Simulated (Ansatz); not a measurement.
Results of r²SCAN (Ansatz, a program for electronic structure, PAW) for Ga2O3 (model structure, started from the stibnite type, Pnma, No. 62, 20 atoms in the cell).

Numerical settings: plane-wave cutoff 560 eV, 4×12×6 k mesh (along the axes of the cell as run), Fermi–Dirac smearing 0.01 eV, scalar-relativistic PAW data made under PBE.

Cell (relaxed with PBE-D3(BJ)):

```
Ga2O3
1.0
   10.55964     0.00000     0.00000
    0.00000     2.97389     0.00000
    0.00000     0.00000     7.46927
Ga O
8 12
Direct
  0.95440   0.25000   0.14608
  0.45440   0.25000   0.35392
  0.04560   0.75000   0.85392
  0.54560   0.75000   0.64608
  0.61941   0.25000   0.98268
  0.11941   0.25000   0.51732
  0.38059   0.75000   0.01732
  0.88059   0.75000   0.48268
  0.33183   0.25000   0.16516
  0.83183   0.25000   0.33484
  0.66817   0.75000   0.83484
  0.16817   0.75000   0.66516
  0.44495   0.25000   0.85581
  0.94495   0.25000   0.64419
  0.55505   0.75000   0.14419
  0.05505   0.75000   0.35581
  0.60368   0.25000   0.51278
  0.10368   0.25000   0.98722
  0.39632   0.75000   0.48722
  0.89632   0.75000   0.01278
```

Predict the band gap and smallest direct gap on the k points sampled.


* **band gap**: 2.01 eV (indirect)
* **smallest direct gap on the k points sampled**: 2.16 eV

Note: the relaxation could raise the start's symmetry but not lower it, so the cell can be a saddle point; cell and atoms aren't relaxed at this level (largest force component 0.49 eV/Å, pressure -5.0 GPa).

Spin–orbit coupling is not included.

The result took around 6 core-minutes (rough).

A model structure was made by putting elements into a prototype or built by hand; it is no filed structure, need not be a known phase, and can be a saddle point held by its symmetry.
